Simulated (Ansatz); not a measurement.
BN: uniaxial strain ε_zz = −1.00 %

Base system: BN in the zinc blende structure (space group F-43m, No. 216; a = 3.606 Å). Axes: x, y, z lie along the cube axes.

Perturbation: uniaxial strain ε_zz = −1.00 %, all other strain components held at zero, atoms relaxed at fixed cell.

Level of theory: Kohn–Sham DFT with the PBEsol functional, run in Ansatz (a program for electronic structure) with PAW and 420 eV plane waves, spin-orbit coupling left out. Settings: 16×16×16 k-points, 0.05 eV Fermi–Dirac smearing.

| quantity | base | changed | shift |
|---|---|---|---|
| volume per atom | 5.86 Å³ | 5.80 Å³ | -0.06 Å³ |
| shortest interatomic distance | 1.561 Å | 1.556 Å | -0.005 Å |
| energy relative to the base (free energy F) | 0 meV/atom | +1.5 meV/atom | +1.5 meV/atom |
| band gap | 4.30 eV | 4.12 eV | -0.18 eV |
| gap character | – | indirect, Γ → M | – |
| smallest direct gap | 8.81 eV | 8.74 eV | -0.07 eV |
| electron mass | 0.89 mₑ along k, 0.29 mₑ across (at X) | 0.87 mₑ along k, 0.30 mₑ across (at X) | – |
| valence-band top at Γ (three highest levels, from the VBM) | 0.00, 0.00, 0.00 eV | 0.00, -0.10, -0.10 eV | – |
| valley order (the lowest conduction-band minima on the path, energy above the VBM, named in the base's zone) | X along ⟨100⟩ 4.30 eV | X along [001] 4.12 eV; X along [100] 4.30 eV | – |
| stress (xx, yy, zz, yz, xz, xy; compression positive) | – | (1.91, 1.91, 8.01, 0.00, 0.00, 0.00) GPa | – |

Effective masses come from finite differences of ±0.01 Å⁻¹. Along k means along the line from Γ to the band edge. Whether these cells are dynamically stable was not tested. Labels are those of the standard path for the cell's own space group.
